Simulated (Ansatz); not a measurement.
Base system: Be in the hcp (Mg type) structure (space group P6_3/mmc, No. 194; relaxed with 0.1 eV smearing).

```xyz
2
Lattice="2.2552 0.0000 0.0000 -1.1276 1.9530 0.0000 0.0000 0.0000 3.5580" Properties=species:S:1:pos:R:3 pbc="T T T"
Be     1.1276     0.6510     2.6685
Be     0.0000     1.3020     0.8895
```

Cartesian axes are those of the cell as printed.

Computed with PBEsol/PAW in Ansatz (an electronic-structure program), scalar-relativistic without spin-orbit coupling.

Before the change:

The pressure comes out as 0.0 GPa. The shortest interatomic distance is 2.205 Å and the band gap is zero.

Now apply this change: the cell is compressed by 2.50 % along z with no lateral relaxation, atoms relaxed at fixed cell.

Problem. Predict the new energy relative to the base.

Solution. The energy increases by 6.1 meV/atom.

Problem. Predict the new pressure.

Solution. The pressure (mean of the normal stresses, compression positive) goes from zero to 3.7 GPa.

Problem. What does the calculation give for the shortest interatomic distance after the change?

Solution. The shortest interatomic distance decreases by 0.036 Å to 2.169 Å.

Problem. Predict the new band gap.

Solution. The band gap is still zero.

The cells carry an imposed strain or load. Stability against distortions was not tested.
